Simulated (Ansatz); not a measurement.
## Effect of biaxial strain +1.00 %, plane normal [001], relaxed out of plane on Rb

The parent structure is Rb in the bcc (W type) structure (space group Im-3m, No. 229; a = 5.5713 Å; relaxed with 0.1 eV smearing). Axes: x, y, z lie along the cube axes.

Now apply this change: tensile biaxial strain of 1.00 % in the plane normal to [001], as in epitaxy on a mismatched substrate; the out-of-plane cell vector and the atoms relax.

Calculations: PBEsol/PAW in Ansatz (a first-principles code), spin-orbit coupling left out. Settings: 17×17×17 k-points, 0.1 eV Fermi–Dirac smearing.

- Volume per atom = 86.76 Å³ (base 86.46 Å³)
- Space group = I4/mmm (No. 139) (base Im-3m (No. 229))
- Energy relative to the base (free energy F) = +0.1 meV/atom
- Pressure (mean of the normal stresses, compression positive) = 0.0 GPa (base 0.0 GPa)
- Band gap = zero (base zero)
- Out-of-plane strain = -1.64 %
- Ratio −ε⊥/ε∥ = 1.64
- Mean in-plane stress (compression positive) = 0.0 GPa

Final structure (turned so that z lies along the plane normal):

```
Rb
1.0
    5.62700     0.00000     0.00000
    0.00000     5.62700     0.00000
    2.81350    -2.81350     2.74005
Rb
1
Direct
  0.00000   0.00000   0.00000
```

Stability against distortions was not tested. All final runs are without spin polarisation.
